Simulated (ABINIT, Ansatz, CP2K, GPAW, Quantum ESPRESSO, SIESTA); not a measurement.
**Li (Im-3m, 1 atom in the cell) computed with different codes at matched settings**

Self-consistent single point, at a second geometry (lattice scaled by 0.98). First geometry:

```yaml
crystal:
  lattice:
    - [-1.68096, 1.68096, 1.68096]
    - [1.68096, -1.68096, 1.68096]
    - [1.68096, 1.68096, -1.68096]
  atoms:
    - { symbol: Li, position: [0.00000, 0.00000, 0.00000] }
```

Shared settings, as Ansatz (a first-principles code) writes them: kpoints.mp_grid.grid = 11 11 11; scf.occupations.method = gaussian; scf.occupations.width = 0.01 Ry. Potentials and cutoffs stand in the table.

```tsv
code	model	ΔF from the first geometry (meV/atom)	pressure (GPa)	cutoff
Quantum ESPRESSO	PBE, GBRV 1.5 ultrasoft (PBE) pseudopotentials	10.7	2.13	40 Ry
Ansatz	PBE, default PAW files	10.6	2.12	default
CP2K	PBE, GPW, DZVP-MOLOPT-SR-GTH basis, GTH-PBE potentials (GTH_POTENTIALS)	16.2	3.00	grid 400 Ry
SIESTA	GGA PBE, numerical atomic orbitals TZP, PseudoDojo PBE standard norm-conserving potentials (rewritten from UPF to PSML)	15.4	2.93	grid 350 Ry
ABINIT	PBE, PAW (JTH v2.0 PBE PAW)	10.7	1.58	20 Ha
GPAW	PBE, GPAW PAW datasets PBE (gpaw-data 1.0.1)	11.1	2.21	600 eV
```

For ABINIT (by 0.5 GPa) the energy change implies a higher mean pressure, against the two pressures, than for the other programs: a sign of finite-basis (Pulay) stress.

The spread over the programs that give each value: ΔF from the first geometry within 5.6 meV/atom; pressure within 1.42 GPa.

CP2K and SIESTA use small atom-centred bases, whose incompleteness enters pressures, forces and empty levels differently from a plane-wave cutoff. Ansatz's pressure is given at a fixed set of plane waves, as the other plane-wave codes print theirs.

The starting cell comes from a database of computed structures (which also holds hypothetical and non-ambient phases and stackings), without a prior relaxation at this level. Its lattice was rescaled by a random factor within 2.5 % of one. For this run, on top of that: lattice scaled by 0.98.

Left out of this page: Elk and FLEUR (not drawn, or without a comparable value).

Keys are those of Ansatz 0.2.
